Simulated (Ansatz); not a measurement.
Band structure of AlFe (Pm-3m, 2 atoms in the cell).

```
AlFe
1.0
    2.80254     0.00000     0.00000
    0.00000     2.80254     0.00000
    0.00000     0.00000     2.80254
Al Fe
1 1
Direct
  0.00000   0.00000   0.00000
  0.50000   0.50000   0.50000
```
Moments meant for the start (each program seeds them in its own way; μB, in the order of the atoms Al Fe): 0.0 4.0.

Computed with PBE, PAW files (plane waves; Ansatz, a program for electronic structure).

Settings: basis.ecutwfc = 420 eV; kpoints.mp_grid.grid = 12 12 12; hamiltonian.xc = pbe; hamiltonian.pseudopotentials = {kind: paw} (the program's default PAW files); magnetization.spin_polarized = true; scf.occupations.method = fermi_dirac; scf.occupations.width = 0.1 eV; kpoints.band_path.npoints = 8.

The starting cell comes from a database of computed structures (which also holds hypothetical and non-ambient phases and stackings), without a prior relaxation at this level. Its lattice was rescaled by a random factor within 2.5 % of one. The moments shrank to a small part of their start, a low-spin state that need not be the lowest.

Levels in eV from the Fermi level, bands 7 to 14 of the first spin channel:
| point | 7 | 8 | 9 | 10 | 11 | 12 | 13 | 14 |
|---|---|---|---|---|---|---|---|---|
| Γ | -2.74 | -0.29 | -0.29 | -0.29 | 6.80 | 6.80 | 6.80 | 9.71 |
| X | -2.03 | -1.35 | -1.35 | -0.15 | 1.14 | 8.76 | 11.49 | 11.49 |
| M | -2.20 | -2.20 | -1.11 | -1.11 | 0.63 | 3.62 | 4.67 | 13.70 |
| R | -3.88 | 0.67 | 0.67 | 3.04 | 3.04 | 3.04 | 5.01 | 6.50 |

Bands cross the Fermi level along this path, so the cell is metallic at this level.

The net moment of the cell came out as 0.61 μB.

Keys are those of Ansatz 0.2.
